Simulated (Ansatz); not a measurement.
Problem. Name crystals whose resistivity at 300 K lies between 5.3 and 8.2 μΩ·cm and whose logarithmic mean phonon energy lies between 13.4 and 21 meV, by PBEsol, DFPT electron-phonon coupling, linearised Boltzmann equation (Ansatz, a first-principles code).

Solution. Many crystals can fit; among those computed here:
- AuAl2 (Fm-3m): 6.0 μΩ·cm, 18.2 meV
- LiZn (Fd-3m): 7.2 μΩ·cm, 17.0 meV
- HfTc (Pm-3m): 6.2 μΩ·cm, 17.5 meV
- LiPt (P-6m2): 6.0 μΩ·cm, 15.8 meV
- SnAs (Fm-3m): 7.8 μΩ·cm, 13.8 meV

Metals; harmonic phonons alone scatter; means over directions. Halving the electron mesh moves these values by up to 10 %; q meshes are mostly untested. Some of the runs warned that the eigensolver left states short of its tolerance. Spin-orbit coupling is left out.

Formula and space group known from diffraction (Crystallography Open Database), not checked to be the room-temperature form: HfTc (Pm-3m), LiPt (P-6m2), SnAs (Fm-3m). The missing spin-orbit coupling matters most for AuAl2 (Fm-3m), HfTc (Pm-3m), LiPt (P-6m2).
